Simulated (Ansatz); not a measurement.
A computed series for Bi2Se3: pressure series

The reference is Bi2Se3 in the Bi2Te3 type structure (space group R-3m, No. 166; a = 4.0815 Å, c = 27.6641 Å (hexagonal axes)).

Cell and atoms are relaxed at each pressure.

Level of theory: Ansatz (a quantum-chemistry and plane-wave program) PBEsol-D3(BJ), without spin-orbit coupling, earlier PAW set.

Notes on the quantities. enthalpy: H = E + PV relative to the base's energy.

```tsv
variant	lattice parameter a	enthalpy	band gap
base	4.082 Å	–	zero
pressure −2 GPa	4.127 Å	-0.34 eV/atom	0.10 eV
pressure −1 GPa	4.104 Å	-0.17 eV/atom	zero
pressure 18 GPa	3.779 Å	+2.67 eV/atom	zero
pressure 30 GPa	3.421 Å	+4.21 eV/atom	zero
pressure 45 GPa	3.194 Å	+5.92 eV/atom	zero
pressure 60 GPa	3.057 Å	+7.50 eV/atom	zero
```

A case with no gap was solved on a k-mesh chosen for an insulator, which is coarse for it. From pressure 30 GPa on, the axis ratios lie over 15 % from the base's, so the cell there is far from its starting form. With Bi present, leaving out spin-orbit coupling can change the band edges. Load acts through the strain it causes; cell and atoms are relaxed under it. Whether these cells are dynamically stable was not tested. Competing high-pressure phases were not computed. All final runs are without spin polarisation. Gaps under 0.05 eV, about the width of the smearing, are given as zero. A zero or small gap of Bi2Se3 can be the functional's error rather than a property of the material.
